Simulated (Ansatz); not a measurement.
Worked example: relaxation of cell and atoms of LaGe2Rh (Cmcm, 8 atoms in the cell) in Ansatz (a quantum-chemistry and plane-wave program).

Computed with PBEsol, default PAW files made with PBE (plane waves; Ansatz).

The change in words: atoms on their sites; basis.ecutwfc: 420 eV → 210 eV; relax: default → cell and atoms. Reference geometry:
```xyz
8
Lattice="2.1919 -8.5957 0.0000 2.1919 8.5957 0.0000 0.0000 0.0000 4.3271" Properties=species:S:1:pos:R:3 pbc="T T T"
La     2.1919    -6.7212     1.1318
La     2.1919     6.7212     3.2453
Ge     2.1919    -0.7134     1.0818
Ge     2.1919     0.7134     3.2453
Ge     2.1919     4.2960     1.0818
Ge     2.1919    -4.2960     3.2453
Rh     2.1919    -3.1108     1.0818
Rh     2.1919     3.1108     3.2453
```

Reference input (self-consistent single point, DFT, PBEsol, plane waves, default PAW files made with PBE): basis.ecutwfc = 420 eV; kpoints.mp_grid.grid = 3 3 3; hamiltonian.xc = pbesol; hamiltonian.pseudopotentials = {kind: paw} (the program's default PAW files); scf.occupations.method = fermi_dirac; scf.occupations.width = 0.1 eV. This run's input differs from it in these lines:

Ansatz 0.2 input:
```diff
@@ -7,3 +7,3 @@
   atoms:
-    - { symbol: La, position: [0.890960, 0.109040, 0.261555] }
+    - { symbol: La, position: [0.890960, 0.109040, 0.250000] }
     - { symbol: La, position: [0.109040, 0.890960, 0.750000] }
@@ -16,3 +16,3 @@
 basis:
-  ecutwfc: 420.0
+  ecutwfc: 210.0
 kpoints:
@@ -24,2 +24,4 @@
   occupations: { method: fermi_dirac, width: 0.1 }
+relax:
+  cell: {}
 output:
```

Log, with long lists cut:

```
   [... SCF lines of the steps left out ...]
relax step   1: F+E_penalty+E_count = -41981.93908064 eV  Δ(F+E_penalty+E_count) = +0.000e0 eV  max|allowed force component| = 4.466e-1 eV/Å  Δτ_max = 0.0000 Å  P = -2.423 GPa  Ω = 163.054 Å³  (9 SCF iters, dr2 threshold 1.00e-7 eV, accepted)
relax step   2: F+E_penalty+E_count = -41986.99440168 eV  Δ(F+E_penalty+E_count) = -5.055e0 eV  max|allowed force component| = 9.662e-1 eV/Å  Δτ_max = 0.1457 Å  P = +22.768 GPa  Ω = 158.277 Å³  energy of the carried Pulay correction = +5.898e0 eV  [...]
   [... lines left out ...]
relax step 120: F+E_penalty+E_count = -41982.02895778 eV  Δ(F+E_penalty+E_count) = +5.320e-3 eV  max|allowed force component| = 3.332e-3 eV/Å  Δτ_max = 0.0014 Å  P = -0.032 GPa  Ω = 159.943 Å³  energy of the carried Pulay correction = -5.389e-3 eV  [...]
relax step 121: F+E_penalty+E_count = -41981.97690563 eV  Δ(F+E_penalty+E_count) = +5.205e-2 eV  max|allowed force component| = 2.078e-2 eV/Å  Δτ_max = 0.0000 Å  P = +0.061 GPa  Ω = 159.943 Å³  stress off target by 1.86e-1 GPa  SCF on the basis [...]
basis re-selected at this cell: Δ(F+E_penalty+E_count) = +5.205e-2 eV, ΔP = +0.093 GPa vs the last step
   [... lines left out ...]
Free energy (F): -41981.976906 eV
Fermi energy:    13.796818 eV
Error: variable-cell relaxation did not converge after 121 `relax_step` rows, as none of its last 39 fresh-basis SCF(s) at a relaxed cell met both thresholds with a finite energy. The last misses `relax.f_tol` and `relax.cell.stress_tol`: largest allowed force component 2.08e-2 eV/Å (`relax.f_tol` 1.00e-2 eV/Å), stress off the target on the free part of the cell 1.86e-1 GPa (`relax.cell.stress_tol` 5.00e-2 GPa), F+E_penalty+E_count -41981.97690563 eV. The closest is row 63, whose structure comes with this error. Larger ratio of force or stress to its threshold at each such SCF whose figures are numbers: 94.745, 79.498, 59.094, 38.448, 41.009, 35.847, 35.893, 30.153, 30.413, [...]
   [... lines left out ...]
  cell:  # Å, volume = 159.9069 Å³
    - [2.197997908665545, -8.340834672177738, 3.1597696196334872e-31]
    - [2.197997908665545, 8.340834672177738, 5.27232853970553e-34]
    - [3.12406851992784e-31, -7.939820140676747e-32, 4.361144280471498]
  atoms:
    - { symbol: La, position: [0.8940853775857818, 0.10591462241421823, 0.25] }
    - { symbol: La, position: [0.10591462241421823, 0.8940853775857818, 0.75] }
    - { symbol: Ge, position: [0.5425564853031131, 0.457443514696887, 0.25] }
    - { symbol: Ge, position: [0.457443514696887, 0.5425564853031131, 0.75] }
    - { symbol: Ge, position: [0.24889429546350317, 0.7511057045364966, 0.25] }
    - { symbol: Ge, position: [0.7511057045364966, 0.24889429546350317, 0.75] }
    - { symbol: Rh, position: [0.6857841987312052, 0.31421580126879506, 0.25] }
    - { symbol: Rh, position: [0.31421580126879506, 0.6857841987312052, 0.75] }
```

The relaxation ended unconverged.  The full log also holds: “iter 5 did not close the SCF: its close was put off for the readings that it lacked (scf_convergence_deferred on its scf_iter line)”. The full log also holds: “iter 5 did not close the SCF: its close was put off for the readings that it lacked (scf_convergence_deferred on its scf_iter line)”.

The starting cell comes from a database of computed structures (which also holds hypothetical and non-ambient phases and stackings), without a prior relaxation at this level. Its lattice was rescaled by up to half a per cent. The cutoff lies below the one recommended for these files.

Cost on one core of a shared machine: roughly 3 min.
